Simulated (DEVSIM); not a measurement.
System: abrupt In0.53Ga0.47As n-p junction, at 300 K.

Layer 1 from the left is In0.53Ga0.47As, thickness (μm) 0.290, Nd (cm⁻³) 2e15, τn (s) 7.8e-10, τp (s) 7.8e-10. Layer 2 from the left is In0.53Ga0.47As, thickness (μm) 320, Na (cm⁻³) 1.8e17, τn (s) 7.8e-10, τp (s) 7.8e-10.

Left contact: ohmic. Right contact: ohmic. Voltage is applied to the left contact. Recombination: SRH at mid-gap, radiative, Auger. Mobility is μmin + (μ − μmin)/(1 + (N/Nref)^α).

This is a model device: material constants are rounded textbook-type values typed into the input, and sizes, dopings and lifetimes were drawn at random. Values at 300 K.

In0.53Ga0.47As: gap (eV) 0.74, affinity (eV) 4.51, permittivity 13.9, Nc (cm⁻³) 2.1e17, Nv (cm⁻³) 7.7e18, μn (cm²/Vs) 12000, μp (cm²/Vs) 300, μn,min 300, μp,min 10, Nref,n 1.3e17, Nref,p 4.9e17, αn 0.48, αp 0.4, B (cm³/s) 9.6e-11, Cn (cm⁶/s) 5e-29, Cp (cm⁶/s) 5e-29.

DEVSIM, 1D drift-diffusion, Boltzmann statistics, complete ionisation; no tunnelling, impact ionisation, image-force lowering or self-heating.

Q: What does the simulation give for the dark forward voltage at 100 A/cm², the largest field in the device at zero bias, the dark forward voltage at 1 A/cm², the potential step across the device at zero bias?

A: dark forward voltage at 100 A/cm² 1.006 V; largest field in the device at zero bias 27000 V/cm; dark forward voltage at 1 A/cm² 0.250 V; potential step across the device at zero bias 0.523 V.
